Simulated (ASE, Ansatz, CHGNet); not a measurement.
# Ladder of methods for the lattice parameter a of CsCl-type NiAl

Reference value: 2.882 Å (measured, extrapolated to 0 K, zero-point anharmonic expansion removed (Haas, Tran, Blaha 2009); as tabulated in Levämäki et al. (2014), arXiv:1402.3671).

```
level (code)                   value (Å)
-----------------------------  ---------
EMT (ASE)                          3.049
CHGNet-r²SCAN                      2.862
LDA (Ansatz)                       2.832
BLYP (Ansatz)                          ?
PBE (Ansatz)                           ?
PBE-D3(BJ) (Ansatz)                    ?
rVV10 (Ansatz)                         ?
r²SCAN (Ansatz)                    2.863
B3LYP (VWN-RPA form) (Ansatz)      2.888
HSE06 (Ansatz)                     2.864
r²SCANh (Ansatz)                   2.855
Hartree–Fock (Ansatz)              2.901
```

Q: Some entries are withheld; supply them.

A: 
- BLYP (Ansatz, a first-principles code), value (Å): 2.923
- PBE (Ansatz), value (Å): 2.893
- PBE-D3(BJ) (Ansatz), value (Å): 2.857
- rVV10 (Ansatz), value (Å): 2.899

Errors against the reference: EMT +5.79 %, CHGNet-r²SCAN -0.69 %, LDA -1.73 %, BLYP +1.42 %, PBE +0.38 %, PBE-D3(BJ) -0.87 %, rVV10 +0.59 %, r²SCAN -0.66 %, B3LYP (VWN-RPA form) +0.21 %, HSE06 -0.62 %, r²SCANh -0.94 %, Hartree–Fock +0.66 %.

Once the reference is moved by up to 0.30 % (a margin picked here for doubts on the reference and the settings) and values within 0.10 % count as equal, the nearest can be B3LYP (VWN-RPA form) (+0.21 %), PBE (+0.38 %), HSE06 (-0.62 %), r²SCAN (-0.66 %) or CHGNet-r²SCAN (-0.69 %). Among them EMT (+5.79 %) misses by most.

The crystal itself was run without spin with LDA, BLYP, PBE, PBE-D3(BJ), rVV10, r²SCAN, B3LYP (VWN-RPA form), HSE06, r²SCANh, Hartree–Fock; a magnetic state was not tried in these runs. B3LYP (VWN-RPA form), r²SCANh, Hartree–Fock: the run has no spin polarisation, so it can have missed a magnetic state. HSE06: exact exchange on metals is sensitive to the k mesh and can open a false gap. HSE06: the run warned that the count of filled bands differs between k points. Cutoffs and k meshes differ between the levels. Ansatz's density-functional and Hartree–Fock values are scalar-relativistic unless marked +SOC, with PAW data made under PBE.

Empirical potentials (EMT) are fitted to chosen data: where that held the value shown, agreement is built in, and what lay outside the fit can be far off. Machine-learned potentials (CHGNet-r²SCAN) are trained on DFT data: a solid inside that data is no test of them.

Differences are worked out from the printed values.
